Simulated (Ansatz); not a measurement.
NaF (model structure, F-43m, No. 216, 2 atoms in the cell), treated with r²SCAN+rVV10 (Ansatz, a program for electronic structure, plane waves, PAW).

Settings: plane-wave cutoff 560 eV, 12×12×12 k mesh, Fermi–Dirac smearing 0.01 eV, scalar-relativistic PAW data made under PBE.

Cell (relaxed at this level):

```xyz
2
Lattice="0.0000 2.5205 2.5205 2.5205 0.0000 2.5205 2.5205 2.5205 0.0000" Properties=species:S:1:pos:R:3 pbc="T T T"
Na     0.0000     0.0000     0.0000
F      1.2602     1.2602     1.2602
```

Task: Predict the band gap.

Result: 
* **band gap**: 6.19 eV (on the SCF k mesh)

Note: the relaxation could raise the start's symmetry but not lower it, so the cell can be a saddle point.

The computed numbers hold no vibrational or temperature effects.

Computing time: around 18 core-seconds (rough).

A model structure was made by putting elements into a prototype or built by hand; it is no filed structure, need not be a known phase, and can be a saddle point held by its symmetry.
